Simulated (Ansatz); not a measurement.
# Point defect O on the N site (O_N) in rock-salt ZrN

Computed with PBE, PAW (plane waves to 420 eV; Ansatz, a first-principles code). Set-up: 64-site cell; 4×4×4 shifted k-points; start: the N site; energies good to tenths of an eV; the relaxation kept the symmetry of the starting site.

Neighbours after relaxation, in Å: of the O atom: Zr 2.38, Zr 2.38, Zr 2.38, Zr 2.38, Zr 2.38, Zr 2.38.

Formation energies E_f are those of the neutral cell. Chemical conditions: N-rich (Δμ(N) = 0.00 eV, Δμ(O) = -3.40 eV, bounded by monoclinic ZrO2; only phases computed here count, gases as isolated molecules at 0 K); Zr-rich (Δμ(N) = -3.46 eV, Δμ(O) = -5.13 eV, bounded by monoclinic ZrO2; only phases computed here count, gases as isolated molecules at 0 K). Reference phases: N: N2 molecule in a box, O: O2 molecule in a box.

```
charge         moment (μB)  point group  largest move off a lattice site (Å)  E_f, N-rich (eV)  E_f, Zr-rich (eV)
------  ------------------  -----------  -----------------------------------  ----------------  -----------------
0       not spin-polarised           Oh                                 0.09              1.95               0.22
```

Point groups are those of the whole cell at tolerances of 0.03 and 0.1 Å ("near" where only the looser one holds); none is given for unsettled states.

All states together cost very roughly 10 core-minutes.
